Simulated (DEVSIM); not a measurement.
System: CdTe n-i-p diode, at 300 K.

| layer (left to right) | material | thickness (μm) | Nd (cm⁻³) | Na (cm⁻³) | τn (s) | τp (s) |
|---|---|---|---|---|---|---|
| 1 | CdTe | 0.190 | 1.8e17 | - | 1.3e-8 | 1.3e-8 |
| 2 | CdTe | 19.0 | - | 2.3e11 | 1.3e-8 | 1.3e-8 |
| 3 | CdTe | 0.550 | - | 8.2e17 | 1.3e-8 | 1.3e-8 |

Left contact: ohmic. Right contact: ohmic. Voltage is applied to the left contact. Recombination: SRH at mid-gap, radiative. Mobility is constant in doping.

Constants are typed, rounded textbook-type inputs, not results; the design itself was drawn at random and stands for no fabricated device. Values at 300 K.

```csv
parameter,CdTe
gap (eV),1.5
affinity (eV),4.28
permittivity,10.2
Nc (cm⁻³),8e17
Nv (cm⁻³),1.8e19
μn (cm²/Vs),1000
μp (cm²/Vs),80
B (cm³/s),1e-10
```

Model (solved in DEVSIM): 1D drift-diffusion, Boltzmann statistics, complete ionisation; no tunnelling, impact ionisation, image-force lowering or self-heating.

**Question.** Tabulate band edges, carrier densities and field at -1.1 V on the left contact.

**Answer.** Energies count from the Fermi level of the right contact; mesh points crowd at the junctions.

```tsv
x (μm)	Ec (eV)	Ev (eV)	n (cm⁻³)	p (cm⁻³)	field (V/cm)
0.000	1.139	-0.361	1.8e17	< 1e2	≈ 0
0.03273	1.139	-0.361	1.8e17	8700000	≈ 0
0.09443	1.139	-0.361	1.8e17	2.5e7	≈ 0
0.1570	1.139	-0.361	1.7e17	4.3e7	870
0.1967	1.179	-0.321	3.8e16	2.3e8	19000
0.2412	1.228	-0.272	5.6e15	1.6e9	7200
0.3579	1.278	-0.222	8.2e14	1.1e10	2700
0.8171	1.340	-0.160	7.4e13	1.2e11	740
1.761	1.378	-0.122	1.5e13	6.2e11	200
4.234	1.381	-0.118	4.9e12	1.9e12	-97
10.07	1.279	-0.221	4.4e12	5.2e12	-190
16.52	1.189	-0.311	2.8e13	3.0e13	-91
18.16	1.182	-0.318	3.5e13	6.3e13	100
18.78	1.207	-0.293	1.3e13	2.1e14	970
19.09	1.269	-0.231	1.2e12	2.3e15	4500
19.16	1.328	-0.172	1.2e11	2.4e16	15000
19.19	1.411	-0.089	4.9e9	5.7e17	21000
19.24	1.420	-0.080	3.2e9	8.2e17	≈ 0
19.38	1.420	-0.080	2.2e9	8.2e17	≈ 0
19.58	1.420	-0.080	1.0e9	8.2e17	≈ 0
19.69	1.420	-0.080	3.3e8	8.2e17	≈ 0
19.74	1.420	-0.080	< 1e2	8.2e17	≈ 0
```
